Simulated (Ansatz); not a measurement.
We consider C3N4 (P6₃/m, No. 176; start mp-1985), described by G0W0@PBEsol in Ansatz (plane waves, hard PAW, contour deformation).

The cell is the one relaxed with PBEsol. Conventional cell: a = 6.4111 Å, b = 6.4111 Å, c = 2.4069 Å, α = 90.00°, β = 90.00°, γ = 120.00°.

The quasiparticle gap at Γ at a fixed k mesh 3×3×2:

| response cutoff | value (eV) |
|---|---|
| 200 eV, 1011 empty bands | 5.100 |
| 250 eV, 1413 empty bands | 5.145 |
| 300 eV, 1857 empty bands | 5.173 |
| 400 eV, 2859 empty bands | 5.206 |

### Question
Taking the value to converge with the response cutoff E as E^(−3/2), extrapolate from the last two rows.

### Answer
With y = y∞ + c/w and weights w = 5196 and 8000 for the last two rows, y∞ = (w2 y2 − w1 y1)/(w2 − w1) = (8000 × 5.206 − 5196 × 5.173)/2804 = 5.267 eV, which lies 0.061 beyond the last row. Successive pairs of rows give 5.258, 5.262, 5.267. The limit also hangs on the law assumed, so its last digits aren't firm.

The other settings are not extrapolated, so this is the limit in one setting alone.

A start named mp-… is a Materials Project structure, which can be a computed phase never made.

Ansatz is a program for electronic structure.
